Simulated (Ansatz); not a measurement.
System: cubic perovskite SrVO₃. Method: r²SCAN (Ansatz, a program for electronic structure, PAW).

Run with plane-wave cutoff 560 eV, 14×14×14 k mesh, Fermi–Dirac smearing 0.05 eV, no spin polarisation, scalar-relativistic PAW data made under PBE.

Results at a series of volumes:

| V (Å³/atom) | E − E_lowest (meV/atom) | P (GPa) |
|---|---|---|
| 10.546 | 28.48 | 14.33 |
| 10.770 | 12.19 | 9.03 |
| 10.995 | 2.94 | 4.27 |
| 11.219 | 0.00 | 0.00 |
| 11.443 | 2.72 | -3.83 |
| 11.668 | 10.53 | -7.26 |
| 11.892 | 22.89 | -10.35 |

Task: Estimate the bulk modulus and its pressure derivative from these points.

Result: V0 = 11.219 Å³/atom, B0 = 202 GPa, B′ = 4.4 (fit to the energies at full precision).

Measured, for comparison: equilibrium volume per atom 11.34 Å³/atom (temperature not stated, no zero-point or thermal correction; as tabulated in Marks et al. (2021), arXiv:2103.05797). Computed (rounded) less measured: equilibrium volume per atom -1.1 %. A static lattice is as a rule a little smaller and stiffer than an uncorrected measurement, which narrows the difference in the equilibrium volume per atom and would widen misses of the other sign.

Static lattice: no zero-point or thermal effects.
